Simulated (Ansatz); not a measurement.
Spacing of the highest filled and lowest empty level at the zone centre in eight small model glasses of hand-chosen composition and density, fast-quenched (anions pushed apart in CHGNet runs), each at its PBE geometry, by PBE and by r2SCAN (Ansatz, an electronic-structure program, plane waves, PAW). The cells are the first eight to finish that balance their formal charges, show no moments and no lower geometry on charging where those were tested, and have a gap at both levels; defect levels can set the spacings.

```csv
cell,quench by,pressure (GPa),levels at the gap,PBE (eV),"experiment, tabulated (eV)"
Al28O45W,CHGNet,0.5,localised at both edges,3.10,-
Ti20O42Ge,CHGNet,0.0,localised at the filled edge,2.77,-
In9Ga9Zn9O37K2,CHGNet,4.2,spread,1.00,-
In9Ga9Zn9O38Zr,CHGNet,1.5,localised at the filled edge,0.80,-
Hf18O41Ta2,CHGNet,1.6,localised at the filled edge,4.04,-
Si24O51Sb2,CHGNet,-0.7,localised at both edges,1.17,-
Ga24O37Mg,CHGNet,0.5,localised at the filled edge,1.17,-
Si24O50Ge,CHGNet,0.0,spread,4.84,-
```

Question: What does r2SCAN give, and how does it move these values against PBE?

Answer: Al28O45W 3.44, Ti20O42Ge 3.14, In9Ga9Zn9O37K2 1.45, In9Ga9Zn9O38Zr 1.28, Hf18O41Ta2 4.48, Si24O51Sb2 1.52, Ga24O37Mg 1.68, Si24O50Ge 5.58 eV. It raises them by +0.34 to +0.74 eV, +0.46 eV on average. A straight line through the eight gives r2SCAN = 1.03 × PBE +0.38 eV, with a scatter of 0.11 eV.
